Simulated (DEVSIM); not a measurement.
System: Ti/SiO2/p-Si capacitor, at 450 K.

Layer 1 from the left is SiO2, thickness (nm) 2.80. Layer 2 from the left is Si, thickness (nm) 6200, Na (cm⁻³) 8.7e15.

Metal gate on the left, work function 4.33 eV. Fixed charge at the semiconductor interface 1.3e10 cm⁻² (in units of +e); no interface traps.

This is a model device: material constants are rounded textbook-type values typed into the input, and sizes, dopings and lifetimes were drawn at random. Values at 300 K; Nc and Nv go as T^1.5, mobilities as T to minus their exponent, the gap by Varshni's rule with the affinity fixed.

SiO2: gap (eV) 9, affinity (eV) 0.9, permittivity 3.9. Si: gap (eV) 1.124, affinity (eV) 4.05, permittivity 11.7, Nc (cm⁻³) 2.86e19, Nv (cm⁻³) 3.1e19, Varshni α (eV/K) 0.000473, Varshni β (K) 636.

**Question.** Estimate by hand the flat-band voltage, the threshold voltage, and compare with a numerical solution.

**Answer.** 
- Flat-band voltage: C = 1.23 μF/cm², work-function difference -0.461 V; VFB = φms − qNf/C = -0.46 V; numerical -0.46 V.
- Threshold voltage: φF = 0.201 V, depletion charge √(4εqNφF) = 3.41e-8 C/cm²; VT = VFB + 2φF + Qd/C = -0.03 V; numerical -0.03 V.

DEVSIM, 1D Poisson equation in equilibrium, Boltzmann statistics, complete ionisation; no quantum confinement or tunnelling. Metal contacts follow the ideal Schottky-Mott rule: no Fermi-level pinning, no interface dipoles.
